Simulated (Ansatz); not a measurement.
**What biaxial strain −0.43 %, plane normal [001], relaxed out of plane does to W**

The parent structure is W in the bcc (W type) structure (space group Im-3m, No. 229; a = 3.1694 Å; relaxed with 0.1 eV smearing). Axes: x, y, z lie along the cube axes.

Perturbation: compressive biaxial strain of 0.43 % in the plane normal to [001], as in epitaxy on a mismatched substrate; the out-of-plane cell vector and the atoms relax.

Level of theory: r2SCAN/PAW in Ansatz (an electronic-structure program), without spin-orbit coupling, earlier PAW set. k-mesh 29×29×29 (Γ-centred); smearing 0.1 eV (Fermi–Dirac).

* **Volume per atom**: 15.83 Å³ (base 15.92 Å³)
* **Space group**: I4/mmm (No. 139) (base Im-3m (No. 229))
* **Shortest interatomic distance**: 2.740 Å (base 2.745 Å)
* **Energy relative to the base (free energy F)**: +1.1 meV/atom
* **Pressure (mean of the normal stresses, compression positive)**: 1.7 GPa (base 0.0 GPa)
* **Band gap**: zero (base zero)
* **Out-of-plane strain**: +0.33 %
* **Mean in-plane stress (compression positive)**: +2.6 GPa

Final structure (turned so that z lies along the plane normal):

```yaml
crystal:
  lattice:
    - [3.15577, 0.00000, 0.00000]
    - [0.00000, 3.15577, 0.00000]
    - [1.57788, -1.57788, 1.58987]
  atoms:
    - { symbol: W, position: [0.00000, 0.00000, 0.00000] }
```

No phonon test of stability was made. All final runs are without spin polarisation.
